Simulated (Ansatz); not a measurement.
# CoO, magnetic orders

Consider CoO in the zinc blende structure (space group F-43m, No. 216; a = 4.351 Å; ferromagnetic; a cell from a computed database, its experimental status unchecked).

Each order is relaxed in cell and atoms; arrows give the starting signs on the magnetic atoms.

All numbers come from Kohn–Sham DFT with the PBEsol functional, run in Ansatz (an electronic-structure program) with PAW and 420 eV plane waves, no SOC.

Notes on the quantities. energy relative to the base: σ→0; to 0.01 eV only: unlike meshes or grids.

```tsv
case	volume per atom	energy relative to the base
base	10.30 Å³	0.00 eV/atom
non-magnetic	9.93 Å³	+0.07 eV/atom
↑↓ start, q = (0, 0, 1/2), 4 atoms	(withheld)	-0.03 eV/atom
↑↓ start, q = (0, 1/2, 1/2), 4 atoms	10.54 Å³	-0.03 eV/atom
```

Problem. Some entries are withheld; estimate them.

Solution. 
- ↑↓ start, q = (0, 0, 1/2), 4 atoms, volume per atom: 10.56 Å³

Other magnetic orders, which the real material may have, were not ruled out. Whether these cells are dynamically stable was not tested. No Hubbard U is applied, and correlation can decide whether such a compound is a metal. The base started in R3m and relaxed to F-43m at this level. Spin-polarised in the final run: base, ↑↓ start, q = (0, 0, 1/2), 4 atoms and ↑↓ start, q = (0, 1/2, 1/2), 4 atoms; the other runs are not.
